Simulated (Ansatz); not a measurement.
An Ansatz (a program for electronic structure) run: WO3 with a change (uniaxial strain ε_zz = +1.31 %); PBEsol (Ansatz; PAW; 420 eV plane waves; without spin-orbit coupling).

Input:

Ansatz 0.2 input:
```yaml
crystal:
  lattice:
    - [5.3145483597, 0, 0]
    - [0, 5.3145483597, 0]
    - [0, 0, 3.9847194787]
  atoms:
    - { symbol: W, position: [0.5, 0, 0.9355351777] }
    - { symbol: W, position: [0, 0.5, 0.0644648223] }
    - { symbol: O, position: [0.5, 0, 0.4894315881] }
    - { symbol: O, position: [0, 0.5, 0.5105684119] }
    - { symbol: O, position: [0.25, 0.25, 0] }
    - { symbol: O, position: [0.25, 0.75, 0] }
    - { symbol: O, position: [0.75, 0.75, 0] }
    - { symbol: O, position: [0.75, 0.25, 0] }
basis: { ecutwfc: 420, ecutrho_ratio: 4, xc_grid: 2, fft_grid_basis: typed }
kpoints: { mp_grid: { grid: [6, 6, 8] } }
hamiltonian:
  xc: pbesol
  dispersion: none
  pseudopotentials: { kind: paw }
scf: { occupations: { method: fermi_dirac, width: 0.05 }, convergence: { dr2_threshold: 0.0000000008 } }
relax: { f_tol: 0.005, max_steps: 50 }
output: { forces: true, stress: true }
checkpoint: { write: state.ck, write_every: 1000 }
```

Output (explanatory and most iteration lines left out):

```
Relaxation: its limit of steps is 50 (relax.max_steps)
Pseudopotential: W, paw, valence charge 14
Pseudopotential: O, paw, valence charge 6
Crystal: 8 atoms, lattice volume = 112.546 Å³
Basis set: ecut = 420 eV, 2181 PW (Γ), exchange–correlation on 72×72×54 points (8 copies of the dense FFT grid, shifted against one another)
Bands: 40, of which v1, the nominal top of the filled ones, is band 32 counted from 1 (31 counted from 0)
Symmetry: 16 space group operations
Space group: P4/nmm (ITA 129), of the structure as read, at distance tolerance 4.8e-5 Å
k-points: 50 of 288
Functional: x = pbesol(κ = 0.804, μ = 0.12345679012345678), c = pbesol(β = 0.046)
SCF iter   1: F=—  HF=-23880.464766 eV  |F-HF|=—  |Δ(HF+E_count)|=         —  Δρ=1.74e-2  dr2=3.07e-1  ethr=1.77e-3  ⟨swp⟩=6.0  Hψ=8037  notcnv=0  defer=9
SCF iter   2: F=—  HF=-23880.408718 eV  |F-HF|=—  |Δ(HF+E_count)|=   5.60e-2  Δρ=6.25e-3  dr2=4.16e-2  ethr=4.79e-4  ⟨swp⟩=2.0  Hψ=3597  notcnv=0  defer=86
SCF 1 converged in 10 iterations: F = -23880.400381 eV  dr2 = 4.38e-11
relax step   1: F+E_penalty+E_count = -23880.40038059 eV  Δ(F+E_penalty+E_count) = +0.000e0 eV  max|allowed force component| = 7.897e-1 eV/Å  Δτ_max = 0.0000 Å  (10 SCF iters, accepted)
Crystal: 8 atoms, lattice volume = 112.546 Å³
SCF iter   1: F=—  HF=-23880.418034 eV  |F-HF|=—  |Δ(HF+E_count)|=         —  Δρ=1.82e-3  dr2=3.68e-3  ethr=5.33e-6  ⟨swp⟩=1.8  Hψ=5447  notcnv=0  defer=92
SCF iter   2: F=—  HF=-23880.417297 eV  |F-HF|=—  |Δ(HF+E_count)|=   7.37e-4  Δρ=1.03e-3  dr2=8.03e-4  ethr=5.33e-6  ⟨swp⟩=2.0  Hψ=2573  notcnv=0  defer=92
SCF 2 converged in 9 iterations: F = -23880.416498 eV  dr2 = 6.56e-11
relax step   2: F+E_penalty+E_count = -23880.41649812 eV  Δ(F+E_penalty+E_count) = -1.612e-2 eV  max|allowed force component| = 4.641e-1 eV/Å  Δτ_max = 0.0135 Å  (9 SCF iters, accepted)
Crystal: 8 atoms, lattice volume = 112.546 Å³
SCF iter   1: F=—  HF=-23880.423952 eV  |F-HF|=—  |Δ(HF+E_count)|=         —  Δρ=1.81e-3  dr2=1.62e-3  ethr=5.15e-5  ⟨swp⟩=2.6  Hψ=4658  notcnv=0  defer=94
SCF iter   2: F=—  HF=-23880.423628 eV  |F-HF|=—  |Δ(HF+E_count)|=   3.24e-4  Δρ=9.29e-4  dr2=4.27e-4  ethr=2.54e-6  ⟨swp⟩=1.0  Hψ=2400  notcnv=0  defer=94
SCF 3 converged in 9 iterations: F = -23880.422967 eV  dr2 = 1.05e-10
relax step   3: F+E_penalty+E_count = -23880.42296721 eV  Δ(F+E_penalty+E_count) = -6.469e-3 eV  max|allowed force component| = 4.622e-2 eV/Å  Δτ_max = 0.0126 Å  (9 SCF iters, accepted)
Crystal: 8 atoms, lattice volume = 112.546 Å³
SCF iter   1: F=—  HF=-23880.423624 eV  |F-HF|=—  |Δ(HF+E_count)|=         —  Δρ=2.78e-4  dr2=6.91e-5  ethr=7.39e-7  ⟨swp⟩=2.1  Hψ=3876  notcnv=0  defer=94
SCF iter   2: F=—  HF=-23880.423038 eV  |F-HF|=—  |Δ(HF+E_count)|=   5.86e-4  Δρ=1.53e-4  dr2=1.56e-5  ethr=1.08e-7  ⟨swp⟩=2.1  Hψ=2831  notcnv=0  defer=94
SCF 4 converged in 7 iterations: F = -23880.423036 eV  dr2 = 5.36e-10
relax step   4: F+E_penalty+E_count = -23880.42303584 eV  Δ(F+E_penalty+E_count) = -6.863e-5 eV  max|allowed force component| = 1.146e-3 eV/Å  Δτ_max = 0.0020 Å  (7 SCF iters, accepted)
SCF converged after 7 iterations
Free energy (F): -23880.423036 eV
Internal energy: -23880.422887 eV  (E = F + TS)
E sigma→0 (E₀):  -23880.422961 eV
Entropy (-TS):   -0.000149 eV (-0.019 meV/atom)
Fermi energy:    6.133135 eV
--- Forces (eV/Å), atoms counted from 1 ---
  atom   1  W      0.00000000     0.00000000     0.00024778
  atom   2  W      0.00000000     0.00000000    -0.00024778
  atom   3  O      0.00000000     0.00000000     0.00114603
  atom   4  O      0.00000000     0.00000000    -0.00114603
  atom   5  O      0.00000000     0.00000000     0.00000000
  atom   6  O      0.00000000     0.00000000     0.00000000
  atom   7  O      0.00000000     0.00000000    -0.00000000
  atom   8  O      0.00000000     0.00000000    -0.00000000
--- Stress (GPa, compression-positive) ---
       -1.140801       0.000000       0.000000
        0.000000      -1.140801       0.000000
        0.000000       0.000000      -2.295143
  P = ⅓ Tr σ = -1.5256 GPa (-15.256 kbar)
--- Relaxed structure (4 steps of the walk, 4 accepted, 0 SCFs on fresh bases) ---
  atoms:
    - { symbol: W, position: [0.5, -5.750790293515123e-38, 0.9320687854848382] }
    - { symbol: W, position: [-1.0041764589445636e-36, 0.5, 0.06793121451516185] }
    - { symbol: O, position: [0.5, -6.37010617127829e-37, 0.49292175715400754] }
    - { symbol: O, position: [9.38263554811198e-36, 0.5, 0.5070782428459925] }
    - { symbol: O, position: [0.25, 0.25, 0.0] }
    - { symbol: O, position: [0.25, 0.75, 0.0] }
    - { symbol: O, position: [0.75, 0.75, 0.0] }
    - { symbol: O, position: [0.75, 0.25, 0.0] }
```

Spin-orbit coupling, missing from the scalar runs, can matter with W. Whether these cells are dynamically stable was not tested. The cell was made from WO3 (space group P4/nmm, No. 129) by this change: uniaxial strain ε_zz = +1.31 %.
